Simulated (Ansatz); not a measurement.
What isotropic strain +1.00 % does to RbBr

Start from RbBr in the rock salt structure (space group Fm-3m, No. 225; a = 7.018 Å).

Now apply this change: an isotropic linear strain of +1.00 %; the atoms relax in the strained cell.

Computed with PBE (Ansatz, an electronic-structure program, PAW, scalar-relativistic without spin-orbit coupling). Γ-centred 8×8×8 mesh, Fermi–Dirac width 0.05 eV.

The space group remains Fm-3m (No. 225) and the shortest interatomic distance goes up by 0.035 Å (3.509 Å → 3.544 Å). The energy grows by 1.4 meV/atom and the pressure goes from zero to -0.33 GPa. The band gap decreases by 0.07 eV, from 4.19 eV to 4.12 eV and the gap character is still direct at Γ. The mean gap deformation potential ΔEg/Δln V amounts to -2.3 eV and the width of the top valence band hardly moves (0.33 eV against 0.32 eV). The electron mass remains 0.39 mₑ (at Γ).

Masses are band curvatures over ±0.01 Å⁻¹ around the edge. Gaps are read on the SCF mesh and a high-symmetry path. Stability against distortions was not tested.
